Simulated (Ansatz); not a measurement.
Abridged Ansatz (a first-principles code) output:

```
Relaxation: its limit of steps is 50 (relax.max_steps)
Pseudopotential: Al, paw, valence charge 3
Crystal: 1 atoms, lattice volume = 15.824 Å³
Basis set: ecut = 500 eV, 411 PW (Γ), exchange–correlation on 96×96×96 points (64 copies of the dense FFT grid, shifted against one another)
Bands: 6, of which v1, the nominal top of the filled ones, is band 2 counted from 1 (1 counted from 0)
Symmetry: 12 space group operations
k-points: 2045 of 21952
Functional: x = r2scan, c = r2scan; τ floored in thin density (d = 2e-4 eV/Å³)
SCF iter   1: F=—  HF=-540.408727 eV  |F-HF|=—  |Δ(HF+E_count)|=         —  Δρ=3.27e-3  dr2=1.86e-3  dr2_τ=5.06e-3  ethr=1.77e-3  ⟨swp⟩=4.8  Hψ=106505  notcnv=0
SCF iter   2: F=—  HF=-540.416220 eV  |F-HF|=—  |Δ(HF+E_count)|=   7.49e-3  Δρ=2.29e-3  dr2=9.09e-4  dr2_τ=2.51e-6  ethr=6.19e-5  ⟨swp⟩=2.0  Hψ=40396  notcnv=0  defer=493
SCF 1 converged in 6 iterations: F = -540.416136 eV  dr2 = 2.02e-8
relax step   1: F+E_penalty+E_count = -540.41613636 eV  Δ(F+E_penalty+E_count) = +0.000e0 eV  max|allowed force component| = 0.000e0 eV/Å  Δτ_max = 0.0000 Å  P = +0.597 GPa  Ω = 15.824 Å³  fix = [a, b, gamma]  reactions: a +0.772, b +0.772 GPa  (6 SCF iters, dr2 threshold 1.00e-7 eV, accepted)
[... steps on the carried basis left out ...]
relax step   3: F+E_penalty+E_count = -540.41615616 eV  Δ(F+E_penalty+E_count) = -9.798e-7 eV  max|allowed force component| = 0.000e0 eV/Å  Δτ_max = 0.0000 Å  P = +0.442 GPa  Ω = 15.850 Å³  energy of the carried Pulay correction = -5.791e-7 eV  fix = [a, b, gamma]  reactions: a +0.662, b +0.662 GPa  (3 SCF iters, dr2 threshold 8.16e-9 eV, accepted)
Crystal: 1 atoms, lattice volume = 15.850 Å³
SCF iter   1: F=—  HF=-540.416157 eV  |F-HF|=—  |Δ(HF+E_count)|=         —  Δρ=4.41e-6  dr2=9.49e-11  dr2_τ=5.76e-12  ethr=5.01e-10  ⟨swp⟩=3.3  Hψ=147272  notcnv=0
SCF iter   2: F=—  HF=-540.416157 eV  |F-HF|=—  |Δ(HF+E_count)|=   5.93e-9  Δρ=2.20e-6  dr2=2.02e-11  dr2_τ=3.48e-11  ethr=3.16e-12  ⟨swp⟩=2.1  Hψ=15034  notcnv=0
SCF 4 converged in 3 iterations: F = -540.416157 eV  dr2 = 5.27e-14
SCF converged after 3 iterations
Free energy (F): -540.416157 eV
Internal energy: -540.403885 eV  (E = F + TS)
E sigma→0 (E₀):  -540.410021 eV
Entropy (-TS):   -0.012272 eV (-12.272 meV/atom)
Fermi energy:    8.408911 eV
--- Forces (eV/Å), atoms counted from 1 ---
  atom   1  Al     0.00000000     0.00000000     0.00000000
--- Stress (GPa, compression-positive) ---
        0.662295      -0.000000      -0.000000
       -0.000000       0.662295       0.000000
       -0.000000       0.000000       0.000350
  P = ⅓ Tr σ = 0.4416 GPa (4.416 kbar)
--- Relaxed structure (3 steps of the walk, 3 accepted, 1 SCFs on fresh bases) ---
  cell:  # Å, volume = 15.8503 Å³
    - [2.8120806156003564, 2.6599797368049455e-50, -4.0268545558105886e-33]
    - [1.4060403078001782, 2.435333250599691, 1.591073481243754e-17]
    - [1.4060403078001782, -0.8117777501998972, 2.3144694454517065]
  atoms:
    - { symbol: Al, position: [0.0, 0.0, 0.0] }
```

Problem. What was computed, and what are the main results?

Solution. Al, 1 atom in the cell, with r2SCAN (Ansatz), no spin-orbit coupling. The last SCF converged to F = -540.416157 eV, or -540.4162 eV per atom, at a pressure of 0.44 GPa. The total energy compares only with runs of the same code, potentials and settings.

The cells carry an imposed strain or load. Whether these cells are dynamically stable was not tested. The cell was made from Al in the fcc (Cu type) structure (space group Fm-3m, No. 225) by this change: biaxial strain −0.42 %, plane normal [111], relaxed out of plane.

Keys are those of Ansatz 0.2.
